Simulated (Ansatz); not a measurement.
# Rh under a change: pressure 22.5 GPa

Base system: Rh in the fcc (Cu type) structure (space group Fm-3m, No. 225; a = 3.830 Å).

The change: a hydrostatic pressure of 22.5 GPa.

Computed with Kohn–Sham DFT with the PBE functional, run in Ansatz (a quantum-chemistry and plane-wave program) with PAW and 420 eV plane waves, no spin-orbit coupling. Γ-centred 21×21×21 mesh, Fermi–Dirac width 0.05 eV.

The volume per atom drops by 0.984 Å³, from 14.05 Å³ to 13.06 Å³ and the density grows by 0.916 g/cm³, from 12.17 g/cm³ to 13.08 g/cm³. The lattice parameter a falls by 0.092 Å (3.830 Å → 3.738 Å) and the shortest interatomic distance drops by 0.0648 Å, from 2.708 Å to 2.644 Å. The enthalpy H = E + PV relative to the base's energy comes out as +1.90 eV/atom and the band gap remains zero.

Load acts through the strain it causes; cell and atoms are relaxed under it. No phonon test of stability was made. Competing high-pressure phases were not computed. The final runs are not spin-polarised.
